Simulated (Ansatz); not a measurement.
The parent structure is B₄C (space group R-3m, No. 166; a cell from a computed database, its experimental status unchecked).

```yaml
crystal:
  lattice:
    - [2.80840, 1.62143, 4.02003]
    - [-2.80840, 1.62143, 4.02003]
    - [0.00000, -3.24286, 4.02003]
  atoms:
    - { symbol: B, position: [0.30924, 0.80616, 0.80616] }
    - { symbol: B, position: [0.69076, 0.19384, 0.19384] }
    - { symbol: B, position: [0.80616, 0.30924, 0.80616] }
    - { symbol: B, position: [0.19384, 0.69076, 0.19384] }
    - { symbol: B, position: [0.80616, 0.80616, 0.30924] }
    - { symbol: B, position: [0.19384, 0.19384, 0.69076] }
    - { symbol: B, position: [0.67035, 0.99407, 0.99407] }
    - { symbol: B, position: [0.32965, 0.00593, 0.00593] }
    - { symbol: B, position: [0.99407, 0.67035, 0.99407] }
    - { symbol: B, position: [0.00593, 0.32965, 0.00593] }
    - { symbol: B, position: [0.99407, 0.99407, 0.67035] }
    - { symbol: B, position: [0.00593, 0.00593, 0.32965] }
    - { symbol: C, position: [0.61038, 0.61038, 0.61038] }
    - { symbol: C, position: [0.38962, 0.38962, 0.38962] }
    - { symbol: C, position: [0.50000, 0.50000, 0.50000] }
```

Method: Kohn–Sham DFT with the PBEsol functional, run in Ansatz (a quantum-chemistry and plane-wave program) with PAW and 420 eV plane waves, no SOC.

Base values:

The lattice parameter a is 5.617 Å.

One thing is altered: a negative pressure, −1 GPa.

Q: Predict the new lattice parameter a.

A: The lattice parameter a goes up by 0.008 Å, from 5.617 Å to 5.625 Å.

Load acts through the strain it causes; cell and atoms are relaxed under it. No phonon test of stability was made.
